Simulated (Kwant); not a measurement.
Device: wire with a side stub in a InAs two-dimensional gas. Effective mass 0.023 mₑ, grid spacing 15 nm, hard walls, nominal width 300 nm (19 grid rows, so walls 300 nm apart), one parabolic valley, scattering region 900 nm long along x; energies count from the band bottom; Fermi energy swept from 0.00014533 to 0.0017257 eV. Closed stub on one side, 290 nm wide and 400 nm deep.

Constants are typed, rounded textbook-type inputs, not results; the design itself was drawn at random and stands for no fabricated device.

Computed with Kwant: effective-mass tight-binding model on a square grid, one spin, coherent transport at 0 K. Conductance is in e²/h.

How many channels do the leads carry at E = 1.11 meV?

The hard-wall thresholds are n² ħ²π²/(2mW²) = n² × 0.182 meV with W = 300 nm. √(1.11/0.182) = 2.48, so 2.
